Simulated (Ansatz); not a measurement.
Data:

```xyz
1
Lattice="0.0000 2.1480 2.1480 2.1480 0.0000 2.1480 2.1480 2.1480 0.0000" Properties=species:S:1:pos:R:3 pbc="T T T"
Au     0.0000     0.0000     0.0000
```

No spin polarisation.

Computed with plane-wave PAW DFT at the r2SCAN level (Ansatz, a first-principles code, 500 eV), spin-orbit coupling left out. Γ-centred 19×19×19 mesh, Fermi–Dirac width 0.05 eV.

### Question
Estimate the band gap.

### Answer
Zero.

### Question
Predict the pressure.

### Answer
-12.9 GPa.

### Question
What space group does the calculation give?

### Answer
Fm-3m (No. 225).

The cells carry an imposed strain or load. Whether these cells are dynamically stable was not tested. The cell was made from Au in the fcc (Cu type) structure (space group Fm-3m, No. 225) by this change: isotropic strain +4.17 %.
